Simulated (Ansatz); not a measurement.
The parent structure is InP in the zinc blende structure (space group F-43m, No. 216; a = 5.907 Å). Axes: x, y, z lie along the cube axes.

Modification: strain tensor (xx, yy, zz, yz, xz, xy) = (+0.67, −1.77, +0.16, −1.06, +1.58, −0.78) %; the atoms relax in the strained cell.

Levels (all Ansatz, a program for electronic structure, PAW): r2SCAN (500 eV, without spin-orbit coupling); HSE06 (420 eV, scalar-relativistic without spin-orbit coupling).

The geometry is relaxed with r2SCAN.

- r2SCAN band gap: 0.94 eV

**Question.** Predict the band gap from HSE06.

**Answer.** The band gap rises by 0.33 eV, from 0.94 eV to 1.27 eV.

Single points use the geometry relaxed with r2SCAN. Stability against distortions was not tested.
